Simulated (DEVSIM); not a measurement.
System: Ru/SiON/p-GaSb capacitor, at 350 K.

```
layer (left to right)  material  thickness (nm)  Na (cm⁻³)
---------------------  --------  --------------  ---------
1                          SiON            2.90          -
2                          GaSb           17000     1.3e15
```

Metal gate on the left, work function 4.7 eV. Fixed charge at the semiconductor interface 7.7e11 cm⁻² (in units of +e); no interface traps.

This is a model device: material constants are rounded textbook-type values typed into the input, and sizes, dopings and lifetimes were drawn at random. Values at 300 K; Nc and Nv go as T^1.5, mobilities as T to minus their exponent, the gap by Varshni's rule with the affinity fixed.

| parameter | SiON | GaSb |
|---|---|---|
| gap (eV) | 7 | 0.726 |
| affinity (eV) | 1.4 | 4.06 |
| permittivity | 5.5 | 15.7 |
| Nc (cm⁻³) | - | 2.1e17 |
| Nv (cm⁻³) | - | 1.8e19 |
| Varshni α (eV/K) | - | 0.00042 |
| Varshni β (K) | - | 140 |

DEVSIM, 1D Poisson equation in equilibrium, Boltzmann statistics, complete ionisation; no quantum confinement or tunnelling. Metal contacts follow the ideal Schottky-Mott rule: no Fermi-level pinning, no interface dipoles.

### Question
Tabulate band edges, carrier densities and field at 0.3 V on the gate.

### Answer
Energies count from the Fermi level of the right contact; mesh points crowd at the junctions.

```csv
x (μm),Ec (eV),Ev (eV),n (cm⁻³),p (cm⁻³),field (V/cm)
0.000,3.000,-4.000,< 1e2,< 1e2,-240000
0.001121,2.973,-4.027,< 1e2,< 1e2,-240000
0.002278,2.946,-4.054,< 1e2,< 1e2,-240000
0.003424,0.272,-0.435,3.2e13,1.2e13,5800
0.007257,0.274,-0.433,3.0e13,1.3e13,5700
0.01461,0.278,-0.429,2.6e13,1.5e13,5600
0.03282,0.288,-0.419,1.9e13,2.1e13,5300
0.1001,0.321,-0.386,6.4e12,6.2e13,4300
0.2393,0.368,-0.339,1.3e12,3.0e14,2500
0.5752,0.407,-0.300,3.6e11,1.1e15,350
1.386,0.412,-0.295,3.1e11,1.3e15,≈ 0
4.385,0.412,-0.295,3.1e11,1.3e15,≈ 0
10.07,0.412,-0.295,3.1e11,1.3e15,≈ 0
14.03,0.412,-0.295,3.1e11,1.3e15,≈ 0
16.10,0.412,-0.295,3.1e11,1.3e15,≈ 0
16.61,0.412,-0.295,3.1e11,1.3e15,≈ 0
16.84,0.412,-0.295,3.1e11,1.3e15,≈ 0
16.94,0.412,-0.295,3.1e11,1.3e15,≈ 0
16.98,0.412,-0.295,3.1e11,1.3e15,≈ 0
17.00,0.412,-0.295,3.1e11,1.3e15,≈ 0
17.00,0.412,-0.295,3.1e11,1.3e15,≈ 0
17.00,0.412,-0.295,3.1e11,1.3e15,≈ 0
```
